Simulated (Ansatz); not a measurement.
Consider the following.

```
CELL_PARAMETERS angstrom
      0.00000     2.53210     2.48146
      2.53210     0.00000     2.48146
      2.53210     2.53210     0.00000
ATOMIC_POSITIONS crystal
  Li 0.00000 0.00000 0.00000
  Cl 0.50000 0.50000 0.50000
```

No spin polarisation.

Method: Ansatz (an electronic-structure program) PBEsol, no spin-orbit coupling. Settings: 11×11×11 k-points, 0.05 eV Fermi–Dirac smearing.

Problem. What electron mass does the calculation give?

Solution. 0.46 mₑ (at Γ).

Problem. What band gap does the calculation give?

Solution. 6.45 eV.

The cells carry an imposed strain or load. Masses are band curvatures over ±0.01 Å⁻¹ around the edge. Whether these cells are dynamically stable was not tested. The cell was made from LiCl in the rock salt structure (space group Fm-3m, No. 225) by this change: uniaxial strain ε_zz = −2.00 %.
